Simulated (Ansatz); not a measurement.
The starting structures come from a database of crystals and need not be the phases stable at ambient conditions.

 Where the default PAW files enter, the runs use the earlier of Ansatz's two default sets.

Inside the gap of an insulator the Bloch states are evanescent, with a wavenumber k + iκ along the transport direction.

Consider the following.

```xyz
2
Lattice="4.1987 0.0000 0.0000 -2.0994 3.6362 0.0000 2.0994 -1.2121 3.4282" Properties=species:S:1:pos:R:3 pbc="T T T"
Mg     0.0000     0.0000     0.0000
Se     0.0000     2.4241     0.8571
```

Space group of this cell: F-43m, zinc blende. The cell is taken as given.

Transport runs along the normal of the first two printed cell vectors, the (111) plane of the conventional cell.

No gap correction and no spin-orbit coupling; mid-gap values are interpolated between computed energies.

### Question
Predict the band gap and the smallest decay constant κ at mid-gap from PBEsol run with Ansatz (a quantum-chemistry and plane-wave program).

### Answer
Gap 2.52 eV on a 10×10×10 mesh; κ = 0.171 1/Å, at the zone centre.
